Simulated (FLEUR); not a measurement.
## Equation of state of WC-type WC (space group 187): energy against volume (FLEUR, PBE)

```
WC
1.0
    2.85826     0.00000     0.00000
   -1.42913     2.47532     0.00000
    0.00000     0.00000     2.78950
W C
1 1
Cartesian
  0.00000   0.00000   0.00000
  0.00000   1.65022   1.39475
```

Method of the run: PBE, all-electron FLAPW (FLEUR), scalar-relativistic valence (FLEUR). Settings: Kmax = 5.02 1/bohr; GmaxXC = 17.6 1/bohr; xcFunctional = pbe; jspins = 1; l_soc = F; mode = hist; fermiSmearingEnergy = 0.00183747 Htr; mesh (inpgen div1-3) = 23 23 20; inpgen gamma flag = true; Gmax = 17.6 1/bohr; numbands = 0; maxIterBroyd = 15; imix = Anderson; alpha = 0.05; precondParam = 0; minDistance = 1e-05 me/bohr^3. The cell above is the first row's. The rows scale it uniformly. In all rows fractional positions and the k mesh are held. E is the free energy at the stated smearing, counted from the lowest row.

| V (Å^3/atom) | E (meV/atom) |
|---|---|
| 9.868 | ? |
| 10.083 | 26.95 |
| 10.297 | 7.52 |
| 10.512 | 0.00 |
| 10.726 | 3.18 |
| 10.941 | 15.98 |
| 11.155 | 37.41 |
| 11.370 | 66.61 |
| 11.584 | 102.76 |

Task: Using the third-order Birch-Murnaghan form, a cubic in V^(-2/3), estimate the missing E at V = 9.868 from the other rows, showing the fit.

Result: With u = V^(-2/3) - 0.204, the rows have u = 0.010260, 0.007281, 0.004390, 0.001609, -0.001094, -0.003697, -0.006230, -0.008674. Least squares gives E = 9.651 - 5084.54·u + 655142·u² + 457587·u³. Residuals (row less fit): 0.007, -0.018, 0.005, 0.012, -0.017, 0.030, -0.035, 0.013; standard error 0.028 (degrees of freedom: 4). Its minimum lies at u = 0.003865, so V0 = (0.207865)^(-3/2) = 10.55. There d²E/du² = 1321000 and d³E/du³ = 2746000, so B0 = (4/9) × 10.55^(-7/3) × 1321000 × 0.160218 = 385 GPa (the last factor turns the table's units into GPa), and B0' = 4 + (2/3) × 0.207865 × (2746000)/1321000 = 4.3. At the withheld row, u = 0.013360, so E = 9.651 - 5084.54 × 0.013360 + 655142 × 0.013360² + 457587 × 0.013360³ = 59.749 meV/atom. The calculation gives 59.62 meV/atom, 0.129 meV/atom below the prediction (0.1 % of the range of E in the table). The row lies outside the fitted rows, so this is an extrapolation. From the scatter of the fitted rows alone, a prediction at this place has a standard error of 0.083 meV/atom, so the miss is 1.6 times that.

Carrying the step between the two nearest rows on in a straight line would have given 46.47, off by 13.15; series whose last step already gives the withheld value aren't shown. The scan was laid around a cell of about the measured size, scaled by a guess for this functional; axis ratios and inner coordinates come from that cell. The runs keep the symmetry of the cell, so they don't test it for distortions. Spin polarisation is off. Values depend on the basis (sphere radii, cutoffs, local orbitals), which need not be converged. Spin-orbit coupling is off. The shape of the cell and the inner coordinates aren't relaxed, so V0 and B0 belong to this uniform scaling; a relaxed crystal lies no higher in energy and is usually softer. Cutoffs and mesh are single choices, not tested for convergence of this quantity. Series with a scatter that would blur these digits, or in which a gap closes, are not shown. Nor are scans whose minimum lies at an end fitted in this form.
